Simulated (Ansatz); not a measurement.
Ir₃Al (model structure, started from the A15 type, Pm-3n, No. 223, 8 atoms in the cell)

All values below come from r²SCAN (plane waves, PAW; Ansatz, an electronic-structure program).

Run with plane-wave cutoff 560 eV, 12×12×12 k mesh, Fermi–Dirac smearing 0.05 eV, no spin polarisation, scalar-relativistic PAW data made under PBE.

Cell (relaxed at this level):

```cif
data_Al2Ir6
_chemical_formula_sum 'Ir6 Al2'
_space_group_name_H-M_alt 'P 1'
_space_group_IT_number 1
_cell_length_a 4.89559
_cell_length_b 4.89559
_cell_length_c 4.89559
_cell_angle_alpha 90.000
_cell_angle_beta 90.000
_cell_angle_gamma 90.000
loop_
_space_group_symop_operation_xyz
  'x, y, z'
loop_
_atom_site_label
_atom_site_type_symbol
_atom_site_fract_x
_atom_site_fract_y
_atom_site_fract_z
_atom_site_occupancy
Ir1 Ir 0.25000 0.00000 0.50000 1
Ir2 Ir 0.75000 0.00000 0.50000 1
Ir3 Ir 0.00000 0.50000 0.25000 1
Ir4 Ir 0.00000 0.50000 0.75000 1
Ir5 Ir 0.50000 0.25000 0.00000 1
Ir6 Ir 0.50000 0.75000 0.00000 1
Al1 Al 0.00000 0.00000 0.00000 1
Al2 Al 0.50000 0.50000 0.50000 1
```

- bulk modulus B0 = 272 GPa

Note: the run has no spin polarisation, so it can have missed a magnetic state; the bulk modulus is −V dP/dV from two relaxed cells at ±2 % in volume; the relaxation could raise the start's symmetry but not lower it, so the cell can be a saddle point.

Spin–orbit coupling is not included.

Computed values are for the static lattice.

Computing time: roughly 9 core-minutes.

A model structure was made by putting elements into a prototype or built by hand; it is no filed structure, need not be a known phase, and can be a saddle point held by its symmetry.
